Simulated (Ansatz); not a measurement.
Seebeck coefficient (μV/K, mean over directions) of p-type MgO (Fm-3m) against carrier density, Ansatz (an electronic-structure program) with HSE06, rigid bands. Computed gap 6.47 eV; densities at which minority carriers matter at this gap, or further valleys turn the trend, are left out. Conductivity mass 2.1 mₑ (harmonic mean over directions), N_v = 2.8e20 cm⁻³ at 300 K.

| hole density | 300 K | 500 K |
|---|---|---|
| 1e16 cm⁻³ | 1094 | … |
| 1e17 cm⁻³ | 895 | 963 |
| 1e18 cm⁻³ | … | 765 |
| 3e18 cm⁻³ | 602 | 670 |
| 1e19 cm⁻³ | 499 | 567 |
| 3e19 cm⁻³ | … | 472 |
| 1e20 cm⁻³ | 303 | 370 |
| 3e20 cm⁻³ | 214 | 278 |
| 1e21 cm⁻³ | 128 | 183 |

Task: Complete the blanks.

Result: 
- 1e16 cm⁻³, 500 K: 1162
- 1e18 cm⁻³, 300 K: 697
- 3e19 cm⁻³, 300 K: 405

Rigid bands with a gap fixed in temperature, one relaxation time for all states, no polarons or phonon drag, and whether or not such doping can be reached. Spin-orbit coupling is left out. Geometry: cell and atoms relaxed with PBEsol.
